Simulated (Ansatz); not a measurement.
PbSe (Cmcm, No. 63, 4 atoms in the cell; start mp-1063670; high-pressure phase), treated with PBE0 (plane waves, PAW; Ansatz, a quantum-chemistry and plane-wave program).

Run with plane-wave cutoff 500 eV, 6×6×6 k mesh, gaussian smearing 0.02 eV, scalar-relativistic PAW data made under PBE.

Cell (relaxed with r²SCAN):

```xyz
4
Lattice="2.1564 -6.1278 0.0000 2.1564 6.1278 0.0000 0.0000 0.0000 4.4505" Properties=species:S:1:pos:R:3 pbc="T T T"
Pb     2.1564    -1.6106     3.3379
Pb     2.1564     1.6106     1.1126
Se     2.1564    -4.4183     3.3379
Se     2.1564     4.4183     1.1126
```

Q: Predict the band gap.

A: 
* **band gap**: 2.24 eV (on the SCF k mesh)

Note: cell and atoms aren't relaxed at this level (pressure -0.3 GPa); the cell has widely spaced layers and the level no dispersion term, so their spacing and the moduli can rest on weak binding.

Spin–orbit coupling is not included; with these elements it can move the gap by several tenths of an eV or more.

Computed values are for the static lattice.

Computing time: roughly 10 core-minutes.

A start named mp-… is a Materials Project structure, which need not be a measured phase.
